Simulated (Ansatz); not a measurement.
Structures of equal composition on the (100) surface of fcc Cu: a layer of Pt in place of the second plane; a layer of Pt in place of the third plane. The slabs share one bottom face, and each structure is named by its start. These are constructed structures in small cells; real faces may alloy, dewet or reconstruct in larger ones, and not all known structures of the face are among them. Slabs of about 9 Å with all that they carry, Fermi-Dirac smearing of 0.1 eV. Bottom of the slabs: a bare face, its two planes held. Relaxed from the named starts with such symmetry as they have, on meshes of like density; energies extrapolated to zero smearing; no spin-orbit coupling, no U. Spin-polarised runs, if any, are marked in brackets, and their order is one that fits the cell; the others ran without spin.

Method: PBE (plane waves to 420 eV, PAW; Ansatz, a program for electronic structure).

Question: Order them by energy per 1x1 cell (lowest first) at the level PBE.

Answer: a layer of Pt in place of the third plane (0.000 eV), a layer of Pt in place of the second plane (0.051 eV)
